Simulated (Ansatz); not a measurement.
Take NaCl in the rock salt structure (space group Fm-3m, No. 225; a = 5.602 Å) as the base.

All numbers come from PBEsol (Ansatz, a quantum-chemistry and plane-wave program), no SOC.

Base values:

The gap between the host's bands is 5.01 eV and the gap character is direct at Γ.

Modification: 0.132 electrons added to each cell, a density of 3.0×10^21 cm⁻³, with a uniform compensating background at fixed cell and a 300 K Fermi–Dirac width.

**Question.** Predict the new gap between the host's bands.

**Answer.** The gap between the host's bands shrinks by 0.14 eV, from 5.01 eV to 4.87 eV.

**Question.** Predict the new Fermi level from band edge.

**Answer.** The Fermi level relative to the doped band's edge (positive inside the band; to 0.05 eV) comes out as +1.40 eV.

**Question.** What does the calculation give for the gap character after the change?

**Answer.** The gap character remains direct at Γ.

Carriers are added with a uniform compensating background; total energy and stress of such cells depend on the potential's zero and are not compared; many-body gap narrowing is missing at this level. No phonon test of stability was made.
